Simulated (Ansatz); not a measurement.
Pressure series in CaF2

The parent structure is CaF2 in the fluorite structure (space group Fm-3m, No. 225; a = 5.5110 Å).

Cell and atoms are relaxed at each pressure.

All numbers come from PBE (Ansatz, a quantum-chemistry and plane-wave program, PAW, without spin-orbit coupling), earlier PAW set.

Computed cases, in order: pressure −2 GPa; pressure −1 GPa; 0 GPa (base); pressure 3 GPa; pressure 7 GPa; pressure 15 GPa; pressure 30 GPa; pressure 50 GPa; pressure 75 GPa; pressure 100 GPa.

Task: Between which two neighbouring cases does the gap turn between direct and indirect?

Result: Between pressure 30 GPa (8.61 eV, indirect, X → Γ) and pressure 50 GPa (8.89 eV, direct at X). The whole series: pressure −2 GPa: 6.98 eV, indirect, X → Γ; pressure −1 GPa: 7.06 eV, indirect, X → Γ; 0 GPa (base): 7.14 eV, indirect, X → Γ; pressure 3 GPa: 7.35 eV, indirect, X → Γ; pressure 7 GPa: 7.60 eV, indirect, X → Γ; pressure 15 GPa: 8.01 eV, indirect, X → Γ; pressure 30 GPa: 8.61 eV, indirect, X → Γ; pressure 50 GPa: 8.89 eV, direct at X; pressure 75 GPa: 9.08 eV, direct at X; pressure 100 GPa: 9.23 eV, direct at X.

Load acts through the strain it causes; cell and atoms are relaxed under it. Whether these cells are dynamically stable was not tested. Competing high-pressure phases were not computed.
